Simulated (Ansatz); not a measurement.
Structures of equal composition on the (111) surface of fcc Pt: a layer of Sn in place of the second plane; a layer of Sn in place of the third plane. The slabs share one bottom face, and each structure is named by its start. These are constructed structures in small cells; real faces may alloy, dewet or reconstruct in larger ones, and not all known structures of the face are among them. Slabs of about 11 Å with all that they carry, Fermi-Dirac smearing of 0.1 eV. Bottom of the slabs: a bare face, its two planes held. Relaxed from the named starts with such symmetry as they have, on meshes of like density; energies extrapolated to zero smearing; no spin-orbit coupling, no U. Spin-polarised runs, if any, are marked in brackets, and their order is one that fits the cell; the others ran without spin.

Calculation: PBE (plane waves to 420 eV, PAW; Ansatz, an electronic-structure program).

Q: Order them by energy per 1x1 cell (lowest first) at the level PBE.

A: a layer of Sn in place of the second plane (0.000 eV), a layer of Sn in place of the third plane (0.227 eV)
